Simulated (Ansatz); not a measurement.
**B₂O₃ (model structure, P-62c, No. 190, 10 atoms in the cell)**

Calculation: r²SCAN in Ansatz (PAW).

Settings: plane-wave cutoff 560 eV, 12×12×6 k mesh (along the axes of the cell as run), Fermi–Dirac smearing 0.01 eV, scalar-relativistic PAW data made under PBE.

Cell (relaxed at this level):

```
CELL_PARAMETERS angstrom
      4.36657     0.00000     0.00000
     -2.18328     3.78156     0.00000
      0.00000     0.00000     6.65961
ATOMIC_POSITIONS crystal
  O  0.95380 0.28698 0.25000
  B  0.66667 0.33333 0.25000
  B  0.00000 0.00000 0.25000
  O  0.71302 0.66683 0.25000
  O  0.33317 0.04620 0.25000
  O  0.28698 0.95380 0.75000
  B  0.00000 0.00000 0.75000
  B  0.33333 0.66667 0.75000
  O  0.04620 0.33317 0.75000
  O  0.66683 0.71302 0.75000
```

- band gap = 5.69 eV (indirect)
- smallest direct gap on the k points sampled = 5.98 eV

Note: the relaxation could raise the start's symmetry but not lower it, so the cell can be a saddle point; the cell has widely spaced layers and the level no dispersion term, so their spacing and the moduli can rest on weak binding.

Static lattice: no zero-point or thermal effects.

A model structure was made by putting elements into a prototype or built by hand; it is no filed structure, need not be a known phase, and can be a saddle point held by its symmetry.

Ansatz is a first-principles code.
